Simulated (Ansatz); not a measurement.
Density of states of AlAs (F-43m) below the valence band maximum, PBEsol with spin-orbit coupling, rigid bands run with Ansatz (a quantum-chemistry and plane-wave program); cell volume 45.7 Å³.

(energy from edge (eV), 10⁻³ states/eV/cell): (0.006, 20.8); (0.031, 49.8); (0.056, 75.2); (0.081, 103); (0.106, 134); (0.131, 166); (0.156, 199); (0.181, 232); (0.206, 263); (0.231, 295); (0.256, 327); (0.281, 357); (0.319, 404); (0.344, 432); (0.369, 460); (0.394, 487); (0.419, 513); (0.444, 541); (0.469, 566); (0.494, 594); (0.519, 622); (0.544, 650); (0.569, 679); (0.594, 710)

### Question
What effective density of states at 300 K does this give (∫ g(E) exp(−E/k_BT) dE, both spins, divided by the cell's size)?

### Answer
2.5e19 cm⁻³, a density-of-states mass of 0.99 mₑ, valleys and band degeneracy included.

Geometry: cell and atoms relaxed with PBEsol.
